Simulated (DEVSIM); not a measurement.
Structure: abrupt InP p-n junction, at 300 K.

```tsv
layer (left to right)	material	thickness (μm)	Nd (cm⁻³)	Na (cm⁻³)	τn (s)	τp (s)
1	InP	2.60	-	6e17	2.1e-8	2.1e-8
2	InP	11.0	6.8e14	-	2.1e-8	2.1e-8
```

Left contact: ohmic. Right contact: ohmic. Voltage is applied to the left contact. Recombination: SRH at mid-gap, Auger. Mobility is μmin + (μ − μmin)/(1 + (N/Nref)^α).

Constants are typed, rounded textbook-type inputs, not results; the design itself was drawn at random and stands for no fabricated device. Values at 300 K.

| parameter | InP |
|---|---|
| gap (eV) | 1.344 |
| affinity (eV) | 4.38 |
| permittivity | 12.5 |
| Nc (cm⁻³) | 5.7e17 |
| Nv (cm⁻³) | 1.1e19 |
| μn (cm²/Vs) | 5200 |
| μp (cm²/Vs) | 170 |
| μn,min | 400 |
| μp,min | 10 |
| Nref,n | 3e17 |
| Nref,p | 4.9e17 |
| αn | 0.47 |
| αp | 0.62 |
| Cn (cm⁶/s) | 9e-31 |
| Cp (cm⁶/s) | 9e-31 |

DEVSIM, 1D drift-diffusion, Boltzmann statistics, complete ionisation; no tunnelling, impact ionisation, image-force lowering or self-heating.

Problem. Tabulate band edges, carrier densities and field at zero bias.

Solution. Energies count from the Fermi level of the right contact; mesh points crowd at the junctions.

```csv
x (μm),Ec (eV),Ev (eV),n (cm⁻³),p (cm⁻³),field (V/cm)
0.000,1.269,-0.075,< 1e2,6.0e17,≈ 0
0.03005,1.269,-0.075,< 1e2,6.0e17,≈ 0
0.1019,1.269,-0.075,< 1e2,6.0e17,≈ 0
0.2572,1.269,-0.075,< 1e2,6.0e17,≈ 0
0.8061,1.269,-0.075,< 1e2,6.0e17,≈ 0
1.701,1.269,-0.075,< 1e2,6.0e17,≈ 0
2.210,1.269,-0.075,< 1e2,6.0e17,≈ 0
2.484,1.269,-0.075,< 1e2,6.0e17,≈ 0
2.561,1.269,-0.075,< 1e2,6.0e17,-55
2.597,1.250,-0.094,< 1e2,3.0e17,-30000
2.624,1.179,-0.165,< 1e2,1.9e16,-18000
2.720,1.043,-0.301,< 1e2,9.7e13,-13000
2.914,0.811,-0.533,13000,1.2e10,-11000
3.339,0.434,-0.910,2.9e10,5700,-6800
4.861,0.174,-1.170,6.8e14,< 1e2,≈ 0
7.728,0.174,-1.170,6.8e14,< 1e2,≈ 0
11.07,0.174,-1.170,6.8e14,< 1e2,≈ 0
12.49,0.174,-1.170,6.8e14,< 1e2,≈ 0
13.25,0.174,-1.170,6.8e14,< 1e2,≈ 0
13.46,0.174,-1.170,6.8e14,< 1e2,≈ 0
13.55,0.174,-1.170,6.8e14,< 1e2,≈ 0
13.60,0.174,-1.170,6.8e14,< 1e2,≈ 0
```
